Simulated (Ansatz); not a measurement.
The parent structure is Hf in the hcp (Mg type) structure (space group P6_3/mmc, No. 194; a = 3.117 Å, c = 4.950 Å; relaxed with 0.1 eV smearing). Axes: x lies along a and z along c of the hexagonal cell.

Level of theory: LDA/PAW in Ansatz (a program for electronic structure), without spin-orbit coupling.

Base values:

The shortest interatomic distance is 3.060 Å.

Perturbation: uniaxial strain ε_xx = −1.00 %, all other strain components held at zero; the atoms relax in the strained cell.

Question: Predict the new shortest interatomic distance, energy relative to the base and stress.

Answer: The shortest interatomic distance falls by 0.009 Å (3.060 Å → 3.051 Å); the energy increases by 1.2 meV/atom; the stress (xx, yy, zz, yz, xz, xy; compression positive) comes out as (1.9, 0.9, 0.8, 0.0, 0.0, 0.0) GPa.

Whether these cells are dynamically stable was not tested. All final runs are without spin polarisation.
